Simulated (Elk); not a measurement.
Input and output of a self-consistent single point for PtAl₂ (Fm-3m, 3 atoms in the cell) (Elk).

Method of the run: LDA (PW92), all-electron FP-LAPW, Elk's shipped species files, default APW+lo basis (Elk).

```yaml
crystal:
  lattice:
    - [0.00000, 2.90004, 2.90004]
    - [2.90004, 0.00000, 2.90004]
    - [2.90004, 2.90004, 0.00000]
  atoms:
    - { symbol: Al, position: [0.25000, 0.25000, 0.25000] }
    - { symbol: Al, position: [0.75000, 0.75000, 0.75000] }
    - { symbol: Pt, position: [0.00000, 0.00000, 0.00000] }
```

Reference input (self-consistent single point, DFT, PBE, all-electron FP-LAPW, Elk's shipped species files, default APW+lo basis): xctype = 20; rgkmax = 7; stype = 3; swidth = 0.00367493 Ha; ngridk = 13 13 13; rmtscf = 0.89. This run's input differs from it in these lines:

```diff
@@ -4,3 +4,3 @@
 xctype
-  20
+  3
```

Output (repeated stretches shortened):

```
│ Self-consistent loop started │
│ Loop number : 1 │
 total energy                :     -18899.5558677
│ Loop number : 2 │
 total energy                :     -18900.5450512
RMS change in Kohn-Sham potential (target) :   0.2047718379     (  0.1000000000E-05)
Absolute change in total energy (target)   :   0.9891834820     (  0.1000000000E-03)
│ Loop number : 3 │
 total energy                :     -18909.8063609
RMS change in Kohn-Sham potential (target) :   0.1217194449     (  0.1000000000E-05)
Absolute change in total energy (target)   :    9.508605635     (  0.1000000000E-03)
│ Loop number : 4 │
   [... lines left out ...]
Absolute change in total energy (target)   :   0.1258006268E-03 (  0.1000000000E-03)
│ Loop number : 13 │
 total energy                :     -18920.3785028
RMS change in Kohn-Sham potential (target) :   0.2008604443E-06 (  0.1000000000E-05)
Absolute change in total energy (target)   :   0.1055984430E-03 (  0.1000000000E-03)
│ Loop number : 14 │
 total energy                :     -18920.3784646
RMS change in Kohn-Sham potential (target) :   0.2077970889E-06 (  0.1000000000E-05)
Absolute change in total energy (target)   :   0.6464702528E-04 (  0.1000000000E-03)
Convergence targets achieved

│ Loop number : 15 │

Energies :
 Fermi                       :     0.304134383274
 total energy                :     -18920.3784772

Density of states at Fermi energy :    29.83660868
 (states/Hartree/unit cell)

Estimated indirect band gap :   0.1815243235E-02
 from k-point     34 to k-point     28
Estimated direct band gap   :   0.3923896104E-02
 at k-point     32

Charges :
 core                        :    56.00000000
 valence                     :    48.00000000
 interstitial                :    5.422529968
 muffin-tins (core leakage)
  species :    1 (Al)
   atom    1                 :    10.86881413     (  0.1769952202E-02)
   atom    2                 :    10.86881413     (  0.1769952202E-02)
  species :    2 (Pt)
   atom    1                 :    76.83984178     (  0.8023659673E-03)
 total in muffin-tins        :    98.57747003
 total calculated charge     :    103.9816962
 total charge                :    104.0000000
 error                       :   0.1830383161E-01

│ Self-consistent loop stopped │
```

The run converged in 15 iterations. The count includes the last loop, which Elk runs after its targets are met. 

The starting cell has typed, rounded lattice constants, without a prior relaxation at this level. Its lattice was rescaled by a random factor within 2.5 % of one. Spin-orbit coupling is off. Spin polarisation is off. Values depend on the basis (sphere radii, cutoffs, local orbitals), which need not be converged. The log's line on a gap gives a spacing of levels on this mesh, which the program prints for metals too.

Cost on one core of a shared machine: roughly 40 s.
